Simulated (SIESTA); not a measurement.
Band structure of ScTc3 (Fm-3m, 4 atoms in the cell).

```xyz
4
Lattice="0.0000 3.1240 3.1240 3.1240 0.0000 3.1240 3.1240 3.1240 0.0000" Properties=species:S:1:pos:R:3 pbc="T T T"
Sc     0.0000     0.0000     0.0000
Tc     1.5620     1.5620     1.5620
Tc     4.6860     4.6860     4.6860
Tc     3.1240     3.1240     3.1240
```

Computed with GGA PBEsol, numerical atomic orbitals DZP, PseudoDojo PBEsol standard norm-conserving potentials (rewritten from UPF to PSML) (SIESTA).

Settings: XC.functional = GGA; XC.authors = PBEsol; potentials = PseudoDojo PBEsol standard; PAO.BasisSize = DZP; PAO.EnergyShift = 0.01 Ry; MeshCutoff = 350 Ry; kgrid.MonkhorstPack = 7 7 7; OccupationFunction = MP; OccupationMPOrder = 0; ElectronicTemperature = 1160.45 K; MaxSCFIterations = 150; SCF.Mixer.Method = Broyden; SCF.Mixer.Weight = 0.2; SCF.Mixer.History = 6.

The starting cell comes from a database of computed structures (which also holds hypothetical and non-ambient phases and stackings), without a prior relaxation at this level. Spin polarisation is off. Values carry the incompleteness of an atom-centred basis.

Levels in eV from the Fermi level, bands 25 to 30:
| point | 25 | 26 | 27 | 28 | 29 | 30 |
|---|---|---|---|---|---|---|
| Γ | -2.83 | -0.57 | -0.57 | -0.57 | 0.67 | 0.67 |
| X | -1.08 | -1.08 | 0.20 | 0.26 | 0.26 | 0.38 |
| W | -1.80 | -1.80 | -1.44 | -0.43 | 0.45 | 0.64 |
| K | -1.36 | -1.16 | -1.14 | -0.05 | -0.05 | 0.43 |
| L | -2.61 | -1.97 | -1.97 | -1.89 | 0.61 | 0.61 |
| U | -1.36 | -1.16 | -1.14 | -0.05 | -0.05 | 0.43 |

Bands cross the Fermi level along this path, so the cell is metallic at this level.

Higher empty bands are left out: an atom-centred basis made for the valence describes them poorly.
